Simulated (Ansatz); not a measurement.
The reference is Ta in the bcc (W type) structure (space group Im-3m, No. 229; a = 3.305 Å). Axes: x, y, z lie along the cube axes.

The values are results of Ansatz (a quantum-chemistry and plane-wave program) r2SCAN, without spin-orbit coupling, not measurements.

Base values:

- Shortest interatomic distance: 286.2 pm

Modification: a free-standing slab of 4 layers (4 atoms, 1 a layer) is cut normal to [110], with 15 Å of vacuum and the in-plane cell held at bulk.

Q: Estimate the effect on the excess energy per area of both faces.

A: The excess energy per area of both faces (slab less bulk energy over the cell's area: twice a surface energy) comes out as 5.1 J/m² (uncertain by up to 0.08 J/m²).

Q: Predict the new change of the spacing d23 from its bulk value of 2.337 Å.

A: The change of the spacing d23 from its bulk value of 2.337 Å is -0.1 %.

Q: Predict the new change of the spacing d12 from its bulk value of 2.337 Å.

A: The change of the spacing d12 from its bulk value of 2.337 Å is -4.6 %.

Q: What does the calculation give for the shortest interatomic distance after the change?

A: The shortest interatomic distance shrinks by 8.7 pm to 277.5 pm.

The excess energy carries the mismatch between the slab's and the bulk's meshes. No phonon test of stability was made. All final runs are without spin polarisation.
